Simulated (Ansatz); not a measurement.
Functionals compared on OH on the 1x1 (100) surface of cubic SrTiO3 (a phase of room or higher temperature, not the 0 K ground state) (cut with top plane 2 O + Ti), one in a 2x2 cell, started at the site 'hollow O-O-Ti', in Ansatz (plane waves, PAW). The structure was relaxed with PBE; the other rows are single points on it, each with its references at the same level. Cutoff 420 eV (500 eV for r2SCAN). The points keep PBE's geometry, so the relaxation of a polaron and the settling of charge on one site are left out.

Host crystal: cubic SrTiO3, with a band gap (PBE, scalar-relativistic without spin-orbit coupling).

Model: 54-atom slab, 7.8 Å thick at the start under the adsorbate (thin: gaps and levels are the slab's own), 3x3x1 mesh, Fermi-Dirac 0.01 eV, dipole correction, 20 atoms held, the rest relaxed; no symmetry held; spin-polarised, ending with about 0.3 μB a cell, a value that depends on the mesh; orders that need a larger cell were not tried, no spin-orbit, no U, no dispersion correction. The slab shows no gap over 0.04 eV on its mesh. At the end it is bonded to Ti. In PBE it is, or lies within 0.03 eV of, the lowest of the starts that converged. These notes are the PBE run's. RPBE: The program's check for a lower electronic state was not made. r2SCAN: The program's check for a lower electronic state was not made. Adsorption energies are against H2O(g) − ½ H2(g). A negative adsorption energy means that the adsorbate is more stable on the surface than in its reference.

```
functional  adsorption energy (eV)  work function of the top face (eV)
----------  ----------------------  ----------------------------------
PBE                           0.78                                6.02
RPBE                          0.74                                5.89
r2SCAN                        0.93                                6.31
```

Ansatz is a first-principles code.
